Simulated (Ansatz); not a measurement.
Functionals compared on the (331) surface of germanium in its 1x1 cell, relaxed from an ideal cut (the real face may reconstruct), outermost plane spacing 0.33 Å in the ideal cut, in Ansatz (plane waves, PAW). The structure was relaxed with PBE; the other rows are single points on it, each with its references at the same level. Cutoff 420 eV (500 eV for r2SCAN).

Set-up: 18 atoms, 10.9 Å thick at the start; mesh 7x3x1; 0.025 eV smearing; dipole correction on; all atoms relaxed; held to the part of the start's symmetry that mesh and held atoms allow; no spin (no spin-polarised run to compare, though such a face may carry moments), no spin-orbit, no U. The slab shows no gap on its mesh. These notes are the PBE run's.

```json
[
 {"functional": "PBE", "surface energy (J/m²)": "1.00", "work function of the top face (eV)": "4.67", "rough cost of the single point": "–"},
 {"functional": "LDA", "surface energy (J/m²)": "1.21", "work function of the top face (eV)": "4.90", "rough cost of the single point": "very roughly 2.0 core-minutes"},
 {"functional": "PBEsol", "surface energy (J/m²)": "1.12", "work function of the top face (eV)": "4.72", "rough cost of the single point": "around 2.2 core-minutes (rough)"},
 {"functional": "RPBE", "surface energy (J/m²)": "0.89", "work function of the top face (eV)": "4.57", "rough cost of the single point": "around 2.6 core-minutes (rough)"},
 {"functional": "r2SCAN", "surface energy (J/m²)": "___", "work function of the top face (eV)": "___", "rough cost of the single point": "roughly 6 core-minutes"}
]
```

Problem. Complete the blanks.

Solution. 
- r2SCAN, surface energy (J/m²): 1.23
- r2SCAN, work function of the top face (eV): 4.86

Ansatz is a first-principles code.
